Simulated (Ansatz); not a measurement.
Start from Ir in the fcc (Cu type) structure (space group Fm-3m, No. 225; a = 3.812 Å; relaxed with 0.1 eV smearing). Axes: x, y, z lie along the cube axes.

Calculations: plane-wave PAW DFT at the LDA level (Ansatz, an electronic-structure program, 420 eV), no spin-orbit coupling.

One thing is altered: tensor shear ε_xy = +1.14 % (engineering shear γ = 0.0228), atoms relaxed at fixed cell.

Task: Predict the stress tensor and what it implies for the stiffness.

Result: Stress of the strained cell less that of the base (GPa, compression positive):
```
    0.4    -6.6     0.0
   -6.6     0.4     0.0
    0.0     0.0     0.0
```

Then −Δσ/γ with γ = 2ε = 0.0228 gives relaxed-ion elastic constants: C66 ≈ 291 GPa.

As a check, the harmonic strain energy −½ V₀ Δσ:ε is 6.5 meV/atom; the computed energy rise is 6.5 meV/atom.

Stability against distortions was not tested. The final runs are not spin-polarised.
